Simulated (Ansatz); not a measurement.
Base system: PbS in the rock salt structure (space group Fm-3m, No. 225).

```xyz
2
Lattice="0.0000 3.0045 3.0045 3.0045 0.0000 3.0045 3.0045 3.0045 0.0000" Properties=species:S:1:pos:R:3 pbc="T T T"
S      0.0000     0.0000     0.0000
Pb     3.0045     3.0045     3.0045
```

Level of theory: PBE (Ansatz, an electronic-structure program; PAW; 420 eV plane waves; no SOC), earlier PAW set.

Base values:

```
Quantity    Result
--------  --------
Pressure  0.00 GPa
```

Now apply this change: the cell is scaled by 1.0076 in all directions, atoms relaxed at fixed cell.

### Question
What happens to the energy relative to the base?

### Answer
The energy rises by 2.3 meV/atom.

### Question
How does this affect the pressure?

### Answer
The pressure goes from zero to -1.14 GPa.

The cells carry an imposed strain or load. No phonon test of stability was made.
